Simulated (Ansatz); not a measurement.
Abridged Ansatz (a first-principles code) output:

```
Relaxation: its limit of steps is 50 (relax.max_steps)
Pseudopotential: Pb, paw, valence charge 14
Crystal: 1 atoms, lattice volume = 28.770 Å³
Basis set: ecut = 420 eV, 551 PW (Γ), exchange–correlation on 48×48×48 points (8 copies of the dense FFT grid, shifted against one another)
Bands: 11, of which v1, the nominal top of the filled ones, is band 7 counted from 1 (6 counted from 0)
Symmetry: 16 space group operations
k-points: 936 of 12167
Functional: x = pbesol(κ = 0.804, μ = 0.12345679012345678), c = pbesol(β = 0.046)
SCF iter   1: F=—  HF=-11754.943827 eV  |F-HF|=—  |Δ(HF+E_count)|=         —  Δρ=2.14e-3  dr2=9.54e-4  ethr=1.77e-3  ⟨swp⟩=5.7  Hψ=68992  notcnv=0
SCF iter   2: F=—  HF=-11754.943149 eV  |F-HF|=—  |Δ(HF+E_count)|=   6.78e-4  Δρ=1.30e-3  dr2=3.87e-4  ethr=6.81e-6  ⟨swp⟩=2.4  Hψ=23537  notcnv=0
SCF 1 converged in 8 iterations: F = -11754.942991 eV  dr2 = 4.22e-12
relax step   1: F+E_penalty+E_count = -11754.94299053 eV  Δ(F+E_penalty+E_count) = +0.000e0 eV  max|allowed force component| = 0.000e0 eV/Å  Δτ_max = 0.0000 Å  (8 SCF iters, accepted)
SCF converged after 8 iterations
Free energy (F): -11754.942991 eV
Internal energy: -11754.926777 eV  (E = F + TS)
E sigma→0 (E₀):  -11754.934884 eV
Entropy (-TS):   -0.016214 eV (-16.214 meV/atom)
Fermi energy:    11.623929 eV
--- Forces (eV/Å), atoms counted from 1 ---
  atom   1  Pb    -0.00000000    -0.00000000     0.00000000
--- Stress (GPa, compression-positive) ---
        2.063506      -0.000000       0.000000
       -0.000000       2.063506       0.000000
        0.000000       0.000000       2.655099
  P = ⅓ Tr σ = 2.2607 GPa (22.607 kbar)
--- Relaxed structure (1 steps of the walk, 1 accepted, 0 SCFs on fresh bases) ---
  atoms:
    - { symbol: Pb, position: [0.0, 0.0, 0.0] }
```

**Question.** What was computed, and what are the main results?

**Answer.** Pb, 1 atom in the cell, with PBEsol/PAW in Ansatz, no SOC. The last SCF converged to F = -11754.942991 eV, or -11754.9430 eV per atom, at a pressure of 2.26 GPa. The total energy compares only with runs of the same code, potentials and settings.

The cells carry an imposed strain or load. Whether these cells are dynamically stable was not tested. The cell was made from Pb in the fcc (Cu type) structure (space group Fm-3m, No. 225) by this change: uniaxial strain ε_zz = −4.20 %.

Keys are those of Ansatz 0.2.
